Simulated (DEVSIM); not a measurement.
Device: TaN/SiO2/p-Ge capacitor, at 300 K.

Layer 1 from the left is SiO2, thickness (nm) 1.30. Layer 2 from the left is Ge, thickness (nm) 16000, Na (cm⁻³) 1.4e15.

Metal gate on the left, work function 4.4 eV. Fixed charge at the semiconductor interface -2.9e10 cm⁻² (in units of +e); no interface traps.

This is a model device: material constants are rounded textbook-type values typed into the input, and sizes, dopings and lifetimes were drawn at random. Values at 300 K.

SiO2: gap (eV) 9, affinity (eV) 0.9, permittivity 3.9. Ge: gap (eV) 0.664, affinity (eV) 4, permittivity 16, Nc (cm⁻³) 1.04e19, Nv (cm⁻³) 6e18.

Simulated with DEVSIM: 1D Poisson equation in equilibrium, Boltzmann statistics, complete ionisation; no quantum confinement or tunnelling. Metal contacts follow the ideal Schottky-Mott rule: no Fermi-level pinning, no interface dipoles.

### Question
What does the simulation give for the minimum of the low-frequency capacitance, the threshold voltage (band bending 2φF), the flat-band voltage?

### Answer
minimum of the low-frequency capacitance 0.0379 μF/cm²; threshold voltage (band bending 2φF) 0.18 V; flat-band voltage -0.05 V.
